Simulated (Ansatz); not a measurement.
PBE against PBEsol: hypothetical rock salt SnC

Take SnC in the rock salt structure (space group Fm-3m, No. 225; a = 4.7999 Å; a hypothetical phase, not in the database extracts checked) as the base.

(Cell as relaxed with PBE.)

Levels (all Ansatz, a program for electronic structure, PAW): PBE (420 eV, scalar-relativistic without spin-orbit coupling); PBEsol (420 eV, no SOC).

Each level relaxes its own structure.

| quantity | PBE | PBEsol |
|---|---|---|
| volume per atom | 13.82 Å³ | ? |
| lattice parameter a | 4.800 Å | ? |
| band gap | zero | ? |

Task: Predict the PBEsol column.

Result: 
- volume per atom, PBEsol: 13.35 Å³
- lattice parameter a, PBEsol: 4.745 Å
- band gap, PBEsol: zero

PBE's volume per atom lies 0.47 Å³ above PBEsol's (3.5 %); PBE's lattice parameter a lies 0.055 Å above PBEsol's (1.2 %); the two agree on the band gap. Neither level is exact; PBEsol is the comparison here, not a measurement.

No phonon test of stability was made. All final runs are without spin polarisation.
